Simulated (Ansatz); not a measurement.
Start from ZnO in the wurtzite structure (space group P6_3mc, No. 186; a = 3.2352 Å, c = 5.2114 Å). Axes: x lies along a and z along c of the hexagonal cell.

Level of theory: r2SCAN (Ansatz, an electronic-structure program, PAW, no SOC).

Strains are applied to the cell and any free atomic positions relax; under stress the whole cell relaxes.

One change was made to it. Results:

The electron mass changes from 0.19 mₑ (at Γ) to 0.22 mₑ (at Γ); the gap character remains direct at Γ; the valence-band top at Γ (three highest levels, from the VBM) goes from 0.00, 0.00, -0.10 eV to 0.00, 0.00, -0.16 eV; the band gap rises by 0.22 eV to 1.46 eV.

Question: Name the change that was made.
A. uniaxial strain ε_xx = +4.45 %
B. uniaxial stress, 5 GPa tension along x
C. strain tensor (xx, yy, zz, yz, xz, xy) = (+2.03, −1.95, −0.35, −0.81, −1.99, +0.32) %
D. isotropic strain −0.75 %
E. isotropic strain −5.03 %

Answer: E, isotropic strain −5.03 %. For comparison, the band gap in the other runs: isotropic strain −0.75 % gives 1.27 eV; uniaxial strain ε_xx = +4.45 % gives 1.15 eV; uniaxial stress, 5 GPa tension along x gives 1.19 eV; strain tensor (xx, yy, zz, yz, xz, xy) = (+2.03, −1.95, −0.35, −0.81, −1.99, +0.32) % gives 1.20 eV.

Effective masses come from finite differences of ±0.01 Å⁻¹. Beyond what the load breaks, stability against distortions was not tested. Labels are those of the standard path for the cell's own space group.
